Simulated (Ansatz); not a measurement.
Base system: Ta$_{5}$Si$_{3}$ (space group I4/mcm, No. 140; a = 6.504 Å, c = 11.814 Å).

Calculations: PBEsol in Ansatz (plane waves to 420 eV, PAW, spin-orbit coupling left out).

Before the change:

The volume per atom comes out as 15.62 Å³. The band gap comes out as zero.

It is then changed as follows: a negative pressure, −1 GPa.

Q: What does the calculation give for the volume per atom after the change?

A: The volume per atom grows by 0.069 Å³ to 15.68 Å³.

Q: How does this affect the band gap?

A: The band gap is still zero.

Load acts through the strain it causes; cell and atoms are relaxed under it. Whether these cells are dynamically stable was not tested. The final runs are not spin-polarised.

Ansatz is a quantum-chemistry and plane-wave program.
